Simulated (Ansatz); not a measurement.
**TiC: biaxial strain −1.00 %, plane normal [001], relaxed out of plane**

Base system: TiC in the rock salt structure (space group Fm-3m, No. 225; a = 4.293 Å; relaxed with 0.1 eV smearing). Axes: x, y, z lie along the cube axes.

It is then changed as follows: compressive biaxial strain of 1.00 % in the plane normal to [001], as in epitaxy on a mismatched substrate; the out-of-plane cell vector and the atoms relax.

Method: plane-wave PAW DFT at the PBEsol level (Ansatz, a first-principles code, 420 eV), scalar-relativistic without spin-orbit coupling. Γ-centred 23×23×23 mesh, Fermi–Dirac width 0.1 eV.

```csv
quantity,base,changed,shift
space group,Fm-3m (No. 225),I4/mmm (No. 139),–
shortest interatomic distance,2.147 Å,2.125 Å,-0.0215 Å
energy relative to the base (free energy F),0 meV/atom,+4.0 meV/atom,+4.0 meV/atom
band gap,zero,zero,–
out-of-plane strain,–,+0.46 %,–
ratio −ε⊥/ε∥,–,0.46,–
mean in-plane stress (compression positive),–,+6.6 GPa,–
```

Cost of the whole job for the changed cell (relaxation, final SCF and bands): very roughly 80 core-seconds.

Whether these cells are dynamically stable was not tested. All final runs are without spin polarisation.
